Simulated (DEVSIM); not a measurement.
Device: abrupt Ge p-n junction, at 300 K.

```
layer (left to right)  material  thickness (μm)  Nd (cm⁻³)  Na (cm⁻³)   τn (s)   τp (s)
---------------------  --------  --------------  ---------  ---------  -------  -------
1                            Ge            21.0          -     2.7e18  0.00084  0.00084
2                            Ge           0.750     5.6e17          -  0.00084  0.00084
```

Left contact: ohmic. Right contact: ohmic. Voltage is applied to the left contact. Recombination: SRH at mid-gap, radiative. Mobility is constant in doping.

Constants are typed, rounded textbook-type inputs, not results; the design itself was drawn at random and stands for no fabricated device. Values at 300 K.

```tsv
parameter	Ge
gap (eV)	0.664
affinity (eV)	4
permittivity	16
Nc (cm⁻³)	1.04e19
Nv (cm⁻³)	6e18
μn (cm²/Vs)	3900
μp (cm²/Vs)	1900
B (cm³/s)	6.4e-14
```

DEVSIM, 1D drift-diffusion, Boltzmann statistics, complete ionisation; no tunnelling, impact ionisation, image-force lowering or self-heating.

The thickness of layer 2 was swept, all else fixed.

```csv
thickness of layer 2 (μm),dark forward voltage at 100 A/cm² (V),dark forward voltage at 1 A/cm² (V)
0.15,0.317,0.196
0.26,0.333,0.213
0.45,0.348,0.228
0.75,0.362,0.242
1.3,0.376,0.256
2.2,[?],[?]
3.8,0.403,0.283
```

### Question
Fill in the missing entries.

### Answer

- 2.2, dark forward voltage at 100 A/cm² (V): 0.389
- 2.2, dark forward voltage at 1 A/cm² (V): 0.270
